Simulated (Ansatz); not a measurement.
Abridged Ansatz (a program for electronic structure) output:

```
Relaxation: its limit of steps is 30 (relax.max_steps)
Pseudopotential: P, paw, valence charge 5
Pseudopotential: Ru, paw, valence charge 16
Crystal: 6 atoms, lattice volume = 85.704 Å³
Basis set: ecut = 420 eV, 1667 PW (Γ), exchange–correlation on 72×80×40 points (8 copies of the dense FFT grid, shifted against one another)
Bands: 33, of which v1, the nominal top of the filled ones, is band 26 counted from 1 (25 counted from 0)
Symmetry: 8 space group operations
k-points: 225 of 1152
Functional: x = pbesol(κ = 0.804, μ = 0.12345679012345678), c = pbesol(β = 0.046)
SCF iter   1: F=—  HF=-14593.709864 eV  |F-HF|=—  |Δ(HF+E_count)|=         —  Δρ=2.47e-2  dr2=7.87e-1  ethr=1.77e-3  ⟨swp⟩=7.7  Hψ=35465  notcnv=0  defer=5
SCF iter   2: F=—  HF=-14593.594071 eV  |F-HF|=—  |Δ(HF+E_count)|=   1.16e-1  Δρ=9.00e-3  dr2=1.24e-1  ethr=1.51e-3  ⟨swp⟩=2.0  Hψ=10337  notcnv=0  defer=309
SCF 1 converged in 8 iterations: F = -14593.576281 eV  dr2 = 4.78e-10
relax step   1: F+E_penalty+E_count = -14593.57628070 eV  Δ(F+E_penalty+E_count) = +0.000e0 eV  max|allowed force component| = 5.633e-2 eV/Å  Δτ_max = 0.0000 Å  (8 SCF iters, accepted)
Crystal: 6 atoms, lattice volume = 85.704 Å³
SCF iter   1: F=—  HF=-14593.576647 eV  |F-HF|=—  |Δ(HF+E_count)|=         —  Δρ=2.04e-4  dr2=1.76e-5  ethr=3.05e-8  ⟨swp⟩=3.0  Hψ=25290  notcnv=0  defer=314
SCF iter   2: F=—  HF=-14593.576706 eV  |F-HF|=—  |Δ(HF+E_count)|=   5.92e-5  Δρ=1.12e-4  dr2=5.82e-6  ethr=3.05e-8  ⟨swp⟩=1.0  Hψ=7109  notcnv=0  defer=314
SCF 2 converged in 6 iterations: F = -14593.576705 eV  dr2 = 6.95e-12
relax step   2: F+E_penalty+E_count = -14593.57670470 eV  Δ(F+E_penalty+E_count) = -4.240e-4 eV  max|allowed force component| = 2.527e-2 eV/Å  Δτ_max = 0.0020 Å  (6 SCF iters, accepted)
Crystal: 6 atoms, lattice volume = 85.704 Å³
SCF iter   1: F=—  HF=-14593.576749 eV  |F-HF|=—  |Δ(HF+E_count)|=         —  Δρ=1.62e-4  dr2=1.12e-5  ethr=2.12e-7  ⟨swp⟩=3.4  Hψ=19014  notcnv=0  defer=317
SCF iter   2: F=—  HF=-14593.576809 eV  |F-HF|=—  |Δ(HF+E_count)|=   6.06e-5  Δρ=8.98e-5  dr2=3.88e-6  ethr=2.14e-8  ⟨swp⟩=1.0  Hψ=9225  notcnv=0  defer=317
SCF 3 converged in 6 iterations: F = -14593.576807 eV  dr2 = 2.08e-12
relax step   3: F+E_penalty+E_count = -14593.57680739 eV  Δ(F+E_penalty+E_count) = -1.027e-4 eV  max|allowed force component| = 2.573e-4 eV/Å  Δτ_max = 0.0015 Å  (6 SCF iters, accepted)
SCF converged after 6 iterations
Free energy (F): -14593.576807 eV
Internal energy: -14593.573775 eV  (E = F + TS)
E sigma→0 (E₀):  -14593.575291 eV
Entropy (-TS):   -0.003032 eV (-0.505 meV/atom)
Fermi energy:    14.965334 eV
--- Forces (eV/Å), atoms counted from 1 ---
  atom   1  P     -0.00016617    -0.00025729     0.00000000
  atom   2  P      0.00016617     0.00025729     0.00000000
  atom   3  P     -0.00016617     0.00025729     0.00000000
  atom   4  P      0.00016617    -0.00025729     0.00000000
  atom   5  Ru     0.00000000     0.00000000     0.00000000
  atom   6  Ru     0.00000000     0.00000000     0.00000000
--- Stress (GPa, compression-positive) ---
       -0.412945       0.000000       0.000000
        0.000000      -1.741441       0.000000
        0.000000       0.000000       0.042556
  P = ⅓ Tr σ = -0.7039 GPa (-7.039 kbar)
--- Relaxed structure (3 steps of the walk, 3 accepted, 0 SCFs on fresh bases) ---
  atoms:
    - { symbol: P, position: [0.3380315084659474, 0.8722338342677262, 0.5] }
    - { symbol: P, position: [0.6619684915340525, 0.12776616573227403, 0.5] }
    - { symbol: P, position: [0.8380315084659474, 0.6277661657322741, 0.0] }
    - { symbol: P, position: [0.16196849153405254, 0.372233834267726, 0.0] }
    - { symbol: Ru, position: [0.5, 0.5, 0.5] }
    - { symbol: Ru, position: [1.4165205918554673e-20, -1.231641425400964e-20, 0.0] }
```

### Question
What was computed, and what are the main results?

### Answer
RuP2, 6 atoms in the cell, with plane-wave PAW DFT at the PBEsol level (Ansatz, 420 eV), no SOC. The last SCF converged to F = -14593.576807 eV, or -2432.2628 eV per atom. The total energy compares only with runs of the same code, potentials and settings.

Carriers are added with a uniform compensating background; total energy and stress of such cells depend on the potential's zero and are not compared; many-body gap narrowing is missing at this level. Whether these cells are dynamically stable was not tested. The cell was made from RuP2 (space group Pnnm, No. 58) by this change: electrons 3.0×10^21 cm⁻³.

Keys are those of Ansatz 0.2.
